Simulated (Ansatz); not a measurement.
PtSe2, response to strain

Start from PtSe2 in the CdI2 type structure (space group P-3m1, No. 164; layered; relaxed with 0.1 eV smearing).

```
PtSe2
1.0
    3.77223     0.00000     0.00000
   -1.88611     3.26684     0.00000
    0.00000     0.00000     4.82115
Pt Se
1 2
Direct
  0.00000   0.00000   0.00000
  0.33333   0.66667   0.26550
  0.66667   0.33333   0.73450
```

Cartesian axes are those of the cell as printed.

Strains are applied to the cell and any free atomic positions relax; under biaxial strain the out-of-plane vector relaxes too.

The values are results of Kohn–Sham DFT with the PBE-D3(BJ) functional, run in Ansatz (a quantum-chemistry and plane-wave program) with PAW and 420 eV plane waves, spin-orbit coupling left out, not measurements.

Notes on the quantities. pressure: mean of the normal stresses, compression positive.

```json
[
 {"variant": "base", "pressure": "0.0 GPa", "shortest interatomic distance": "2.526 Å"},
 {"variant": "biaxial strain −3.00 %, plane normal [001], relaxed out of plane", "pressure": "3.9 GPa", "shortest interatomic distance": "2.505 Å"},
 {"variant": "biaxial strain −2.50 %, plane normal [001], relaxed out of plane", "pressure": "3.3 GPa", "shortest interatomic distance": "2.508 Å"},
 {"variant": "biaxial strain −2.00 %, plane normal [001], relaxed out of plane", "pressure": "2.6 GPa", "shortest interatomic distance": "2.511 Å"},
 {"variant": "biaxial strain −1.50 %, plane normal [001], relaxed out of plane", "pressure": "2.0 GPa", "shortest interatomic distance": "2.515 Å"},
 {"variant": "biaxial strain −1.00 %, plane normal [001], relaxed out of plane", "pressure": "1.3 GPa", "shortest interatomic distance": "2.518 Å"},
 {"variant": "biaxial strain +0.50 %, plane normal [001], relaxed out of plane", "pressure": "-0.6 GPa", "shortest interatomic distance": "2.530 Å"},
 {"variant": "biaxial strain +2.00 %, plane normal [001], relaxed out of plane", "pressure": "-2.5 GPa", "shortest interatomic distance": "2.544 Å"},
 {"variant": "biaxial strain +2.50 %, plane normal [001], relaxed out of plane", "pressure": "-3.1 GPa", "shortest interatomic distance": "2.548 Å"},
 {"variant": "biaxial strain +3.00 %, plane normal [001], relaxed out of plane", "pressure": "-3.7 GPa", "shortest interatomic distance": "2.553 Å"}
]
```

Whether these cells are dynamically stable was not tested. The final runs are not spin-polarised.
